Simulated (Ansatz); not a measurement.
Start from W in the bcc (W type) structure (space group Im-3m, No. 229; relaxed with 0.1 eV smearing).

```yaml
crystal:
  lattice:
    - [-1.58442, 1.58442, 1.58442]
    - [1.58442, -1.58442, 1.58442]
    - [1.58442, 1.58442, -1.58442]
  atoms:
    - { symbol: W, position: [0.00000, 0.00000, 0.00000] }
```

Cartesian axes are those of the cell as printed.

The values are results of Kohn–Sham DFT with the r2SCAN functional, run in Ansatz (a quantum-chemistry and plane-wave program) with PAW and 500 eV plane waves, no SOC, not measurements.

Base values:

```
Quantity                         Value
-----------------------------  -------
Shortest interatomic distance  2.744 Å
```

The change: uniaxial stress, 0.5 GPa tension along z, with the cell and atoms free to relax against it.

Predict the new strain response and shortest interatomic distance.

The strain response (xx, yy, zz) amounts to (−0.03, −0.03, +0.12) %; the shortest interatomic distance hardly moves (2.744 Å against 2.745 Å).

Beyond what the load breaks, stability against distortions was not tested. The final runs are not spin-polarised.
